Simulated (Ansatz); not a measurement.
Here is the system:

```
CELL_PARAMETERS angstrom
      3.48173     0.00000     0.00000
     -1.74086     3.01526     0.00000
      0.00000     0.00000    13.55954
ATOMIC_POSITIONS crystal
  Mo 0.33333 0.66667 0.75000
  Mo 0.66667 0.33333 0.25000
  Te 0.33333 0.66667 0.11584
  Te 0.66667 0.33333 0.61584
  Te 0.66667 0.33333 0.88416
  Te 0.33333 0.66667 0.38416
```

No spin polarisation.

Calculations: PBE-D3(BJ) (Ansatz, an electronic-structure program; PAW; 420 eV plane waves; without spin-orbit coupling), earlier PAW set. k-mesh 11×11×3 (Γ-centred); smearing 0.05 eV (Fermi–Dirac).

Question: Predict the band gap, smallest direct gap, gap character and width of the top valence band.

Answer: 
- Band gap: 0.52 eV
- Smallest direct gap: 0.95 eV
- Gap character: indirect, K–Γ (81 % along) → K–Γ (44 % along)
- Width of the top valence band: 1.10 eV

With Te present, leaving out spin-orbit coupling can change the band edges. Load acts through the strain it causes; cell and atoms are relaxed under it. No phonon test of stability was made. The cell was made from MoTe2 in the 2H-MoS2 type structure (space group P6_3/mmc, No. 194; layered, stacked along the Cartesian z axis) by this change: pressure 0.9 GPa. The D3 term's C6 switches between coordination references near this geometry, which can add small steps to energies.
